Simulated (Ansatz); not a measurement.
TlBiSe2 (P4/mmm, No. 123, 4 atoms in the cell; start mp-1216544), treated with PBEsol in Ansatz (plane waves, PAW).

Numerical settings: plane-wave cutoff 520 eV, 14×14×10 k mesh (along the axes of the cell as run), Fermi–Dirac smearing 0.05 eV, scalar-relativistic PAW data made under PBE.

Cell (relaxed at this level):

```
CELL_PARAMETERS angstrom
      4.27102     0.00000     0.00000
      0.00000     4.27102     0.00000
      0.00000     0.00000     5.98427
ATOMIC_POSITIONS crystal
  Tl 0.00000 0.00000 0.00000
  Bi 0.50000 0.50000 0.50000
  Se 0.00000 0.00000 0.50000
  Se 0.50000 0.50000 0.00000
```

Task: What does this level give for the bulk modulus?

Result: 
* **bulk modulus**: 56.2 GPa

The run finds no gap.

Note: the bulk modulus is −V dP/dV from two relaxed cells at ±2 % in volume; the relaxation could not lower the start's symmetry, so the cell can be a saddle point above a distorted one.

Spin–orbit coupling is not included; it can open a gap where bands touch, and shift volumes and moduli.

Computed values are for the static lattice.

Computing time: about 2.9 core-minutes (a rough figure).

A start named mp-… is a Materials Project structure, which need not be a measured phase.

Ansatz is a quantum-chemistry and plane-wave program.
